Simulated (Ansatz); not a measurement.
A user runs Ansatz (a first-principles code) on YCo₂B₄Rh₂ (P4_2mc, 18 atoms in the cell) and asks whether the run is sound. The aim is a self-consistent single point with DFT, PBEsol, plane waves, default PAW files made with PBE.

Cell that was meant: a = 5.2247 Å, b = 5.2247 Å, c = 7.2484 Å, α = 90.00°, β = 90.00°, γ = 90.00°.

Part of the input:

Ansatz 0.2 input:
```yaml
    - { symbol: Rh, position_ang: [1.322014, 0.000000, 6.454722] }
    - { symbol: Rh, position_ang: [0.000000, 1.322014, 2.830510] }
basis:
  ecutwfc: 145.0
kpoints:
  mp_grid:
    grid: [4, 4, 3]
[...]
scf:
  occupations:
    method: cold
    width: 0.2
output:
  forces: true
  eigenvalues: true
```

Log, with long lists cut:

```
   [... lines left out ...]
PAW frozen core: Rh, regenerated for the run's functional, and the local potential with it
Initial density: superposition of atomic densities (neutral atoms: chi_scale 0, normalization atom), corrected by the library's trained network
Initial wavefunctions: pseudopotential atomic-orbital guess
Eigensolver: davidson
Functional: x = pbesol(κ = 0.804, μ = 0.12345679012345678), c = pbesol(β = 0.046)
SCF iter   1: F=—  HF=-54017.691864 eV  |F-HF|=—  |Δ(HF+E_count)|=         —  Δρ=8.63e-1  dr2=8.65e2  ethr=1.77e-3  ⟨swp⟩=5.0  Hψ=2136  notcnv=0
all-band conjugate gradients solve this SCF's bands
preconditioner: auto → Kerker (q_TF=auto, 2.691 Å⁻¹)
SCF iter   2: F=—  HF=-53860.456802 eV  |F-HF|=—  |Δ(HF+E_count)|=    1.57e2  S|Δr|=    0.00e0  Δρ=4.83e-1  dr2=2.78e2  ethr=1.77e-3  ⟨swp⟩=3.0  Hψ=1658  notcnv=0  defer=43
   [... lines left out ...]
SCF iter   9: F=—  HF=-53789.835191 eV  |F-HF|=—  |Δ(HF+E_count)|=   1.00e-2  S|Δr|=    0.00e0  Δρ=5.73e-5  dr2=4.81e-6  ethr=3.72e-8  ⟨swp⟩=2.0  Hψ=1180  notcnv=0  defer=53
SCF iter  10: F=—  HF=-53789.835191 eV  |F-HF|=—  |Δ(HF+E_count)|=   1.47e-7  S|Δr|=    0.00e0  Δρ=1.69e-5  dr2=7.38e-7  ethr=2.64e-9  ⟨swp⟩=2.2  Hψ=862  notcnv=0  defer=53
SCF iter  11: F=-53789.835191 eV  HF=-53789.835191 eV  |F-HF|=4.62e-8  |Δ(HF+E_count)|=   8.35e-8  S|Δr|=    0.00e0  Δρ=4.35e-6  dr2=6.70e-8  ethr=5.49e-11  ⟨swp⟩=10.5  Hψ=2555  notcnv=0
SCF 1 converged in 11 iterations: F = -53789.835191 eV  dr2 = 6.70e-8
Stability not checked (fill_not_monotonic)
Free energy (F): -53789.835191 eV
Internal energy: -53789.812806 eV  (E = F + TS)
E sigma→0 (E₀):  -53789.827729 eV
Entropy (-TS):   -0.022385 eV (-1.244 meV/atom)
Fermi energy:    16.866997 eV
--- Forces (eV/Å), atoms counted from 1 ---
  atom   1  Y      0.00000000    -0.00000000     0.66831394
  atom   2  Y      0.00000000     0.00000000     0.66831394
  atom   3  Co    -0.63199255     0.00000000     1.37730565
   [... lines left out ...]
  atom  18  Rh    -0.00000000    -0.29264333    -0.97767427
--- Stress (GPa, compression-positive) ---
      -16.816935       0.000000      -0.000000
        0.000000     -16.816935       0.000000
       -0.000000       0.000000     -21.149956
  P = ⅓ Tr σ = -18.2613 GPa (-182.613 kbar)
  The stress holds the Pulay correction. Without it, at fixed plane waves, as pw.x and ABINIT print it: P = -1893.9410 GPa
```

Question: Can these results be used? Check the input.

Answer: The run is not sound. The fault is a basis or grid far too coarse for these potentials. Far below the cutoff that the potentials were made for, the basis cannot represent the orbitals near the nuclei, and energies, forces and above all the stress go wrong. To fix it, restore the cutoff that the potentials need and check convergence. The run converged in 11 iterations without an error; against the sound input the free energy goes up by 42.1 eV/atom, the pressure goes from -10.15 to -18.26 GPa and the largest force goes from 0.270 to 1.515 eV/Å. At a fixed set of plane waves, without the program's Pulay estimate, the pressure is -1893.94 GPa against -10.30 GPa.

An input that runs soundly differs in these lines (not the only fix; some lines may just follow from the change or write a value another way):
```diff
-  ecutwfc: 145.0
+  ecutwfc: 30.9 Ry
-    width: 0.2
+    width: 0.0147 Ry
```

With that input, the run converged in 8 iterations: free energy E − TS (on the zero of these files) -54548.2128 eV; Fermi level (on the code's own zero) 16.47 eV; pressure -10.15 GPa; largest force (vector length) 0.270 eV/Å (DFT, PBEsol, plane waves, default PAW files made with PBE).

On the sound input: the starting cell comes from a database of computed structures (which also holds hypothetical and non-ambient phases and stackings), without a prior relaxation at this level. Its lattice was rescaled by a random factor within 2.5 % of one. Spin polarisation is off. With a pressure of about -10 GPa the cell is away from its equilibrium volume at this level. Ansatz's pressure includes its estimate of the finite-basis (Pulay) stress.
